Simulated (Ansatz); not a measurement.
Start from InAs in the zinc blende structure (space group F-43m, No. 216).

```yaml
crystal:
  lattice:
    - [0.00000, 3.04368, 3.04368]
    - [3.04368, 0.00000, 3.04368]
    - [3.04368, 3.04368, 0.00000]
  atoms:
    - { symbol: As, position: [0.75000, 0.75000, 0.75000] }
    - { symbol: In, position: [0.00000, 0.00000, 0.00000] }
```

Cartesian axes are those of the cell as printed.

Calculations: PBEsol/PAW in Ansatz (a program for electronic structure), no spin-orbit coupling, earlier PAW set.

Base values:

```
Property                         Value
-----------------------------  -------
Shortest interatomic distance  2.636 Å
Pressure                       0.0 GPa
```

The change: biaxial strain +1.69 %, plane normal [001], relaxed out of plane (Cartesian); in-plane vectors clamped, the third vector and the atoms free.

Task: How does this affect the energy relative to the base?

Result: The energy goes up by 3.5 meV/atom.

Task: What does the calculation give for the shortest interatomic distance after the change?

Result: The shortest interatomic distance rises by 0.013 Å, from 2.636 Å to 2.649 Å.

Task: What happens to the pressure?

Result: The pressure (mean of the normal stresses, compression positive) goes from zero to -0.8 GPa.

Whether these cells are dynamically stable was not tested. The final runs are not spin-polarised.
